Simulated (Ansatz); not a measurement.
Structures of equal composition on the (111) surface of fcc Rh: a pseudomorphic layer of Ni in the host's stacking; a pseudomorphic layer of Ni in the other hollow. The slabs share one bottom face, and each structure is named by its start. These are constructed structures in small cells; real faces may alloy, dewet or reconstruct in larger ones, and not all known structures of the face are among them. Slabs of about 11 Å, Fermi-Dirac smearing of 0.1 eV. Bottom of the slabs: a bare face, its two planes held. Relaxed from the named starts with such symmetry as they have, on meshes of like density; energies extrapolated to zero smearing; spin only where a row says so; no spin-orbit coupling, no U. Brackets mark spin-polarised runs, whose order is one that fits the cell.

All values below come from PBE (plane waves to 420 eV, PAW; Ansatz, a program for electronic structure).

Task: Order them by energy per 1x1 cell (lowest first) at the level PBE.

Result: a pseudomorphic layer of Ni in the host's stacking (0.000 eV [spin, 1.0 μB a cell]), a pseudomorphic layer of Ni in the other hollow (0.033 eV [spin, 1.0 μB a cell])
